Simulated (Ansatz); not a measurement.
Results of PBE-D4 in Ansatz (plane waves, PAW) for C11b MoSi₂.

Numerical settings: plane-wave cutoff 520 eV, 24×24×24 k mesh, Fermi–Dirac smearing 0.05 eV, no spin polarisation, scalar-relativistic PAW data made under PBE.

Energies at three volumes about the minimum:

```csv
V (Å³/atom),E − E_lowest (meV/atom)
12.924,3.76
13.188,0.00
13.452,3.49
```

Fit a parabola by hand: where is the minimum, and what is the bulk modulus?

Slopes: (0.00 − 3.76)/(13.188 − 12.924) = -14.242 and (3.49 − 0.00)/(13.452 − 13.188) = 13.220 meV/Å³. Curvature E″ = 2 × (13.220 − (-14.242))/(13.452 − 12.924) = 104.023 meV/Å⁶. From the middle of the first interval, the slope vanishes at V0 = 13.0560 − (-14.242)/104.023 = 13.193 Å³/atom. B = V0 E″ = 13.193 × 104.023 meV/Å³ × 0.1602 GPa per meV/Å³ = 220 GPa. The full Birch–Murnaghan fit to all volumes gives V0 = 13.188 Å³/atom and B0 = 220 GPa.

Shape and atoms are relaxed at each volume.

Measured, for comparison: bulk modulus 222 ± 2 GPa (room temperature, no zero-point or thermal correction, B' = 4; as tabulated in Structural stability of MoSi2 and Mo5Si3 under high pressure, Chin. Phys. B 26 …). Computed (rounded) less measured: bulk modulus -0.9 % (inside the measured uncertainty).

Note: the bulk modulus comes from volumes at which shape and atoms were relaxed.

Ansatz is a quantum-chemistry and plane-wave program.
